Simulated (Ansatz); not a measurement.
End structure of the (20-21) surface of hcp Tl in its 1x1 cell, outermost plane spacing 0.25 Å in the ideal cut:

```
CELL_PARAMETERS angstrom
      3.57896     0.00000     0.00000
     -1.78948    11.75091     0.00000
      0.00000     0.00000    27.00000
ATOMIC_POSITIONS crystal
  Tl 0.54760 0.09226 0.31122
  Tl 0.92038 0.83814 0.31806
  Tl 0.78060 0.56364 0.35427
  Tl 0.15455 0.31046 0.36371
  Tl 0.01297 0.02230 0.41883
  Tl 0.38404 0.76730 0.42667
  Tl 0.24623 0.49046 0.46506
  Tl 0.61851 0.23607 0.47280
  Tl 0.47495 0.95086 0.52720
  Tl 0.84723 0.69647 0.53494
  Tl 0.70942 0.41963 0.57333
  Tl 0.08050 0.16463 0.58117
  Tl 0.93892 0.87647 0.63629
  Tl 0.31287 0.62329 0.64573
  Tl 0.17308 0.34879 0.68194
  Tl 0.54586 0.09467 0.68878
```

Model: 16-atom slab, 10.7 Å thick at the start, 11x4x1 mesh, Fermi-Dirac 0.1 eV, dipole correction, single point; on the structure that PBE left under its start's symmetry; no spin, no spin-orbit, no U.

Q: What is the computed surface energy (mean of both faces) (r2SCAN, at the PBE geometry in Ansatz, an electronic-structure program)?

A: 0.34 J/m²

Q: What is the computed work function of the top face (r2SCAN, at the PBE geometry)?

A: 3.56 eV
